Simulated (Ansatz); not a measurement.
We consider A15 Nb3Sn (cubic form, which distorts at low temperature), described by r²SCAN-D4 in Ansatz (PAW).

Numerical settings: plane-wave cutoff 560 eV, 10×10×10 k mesh, Fermi–Dirac smearing 0.05 eV, no spin polarisation, scalar-relativistic PAW data made under PBE.

Energies at three volumes about the minimum:

```
V (Å³/atom)  E − E_lowest (meV/atom)
-----------  -----------------------
18.176                          4.13
18.547                          0.00
18.918                          3.85
```

Problem. Fit a parabola by hand: where is the minimum, what lattice constant follows, and what is the bulk modulus?

Solution. Slopes: (0.00 − 4.13)/(18.547 − 18.176) = -11.132 and (3.85 − 0.00)/(18.918 − 18.547) = 10.377 meV/Å³. Curvature E″ = 2 × (10.377 − (-11.132))/(18.918 − 18.176) = 57.976 meV/Å⁶. From the middle of the first interval, the slope vanishes at V0 = 18.3615 − (-11.132)/57.976 = 18.554 Å³/atom. B = V0 E″ = 18.554 × 57.976 meV/Å³ × 0.1602 GPa per meV/Å³ = 172 GPa. With 8 atoms in the cube, a = (8 × 18.554)^(1/3) = 5.295 Å. The full Birch–Murnaghan fit to all volumes gives V0 = 18.547 Å³/atom and B0 = 172 GPa.

Measured, for comparison: bulk modulus 165 GPa (4 K, zero-point motion not removed; as tabulated in Lu and Klein (1997), arXiv:cond-mat/9704251); lattice constant a 5.289 Å (temperature not stated, no zero-point or thermal correction; as tabulated in Priinits et al. (2024), arXiv:2406.00817). Computed (rounded) less measured: bulk modulus +4 %.

Note: symmetry holds this phase in the static calculation, where it need not be a minimum.

Ansatz is a first-principles code.
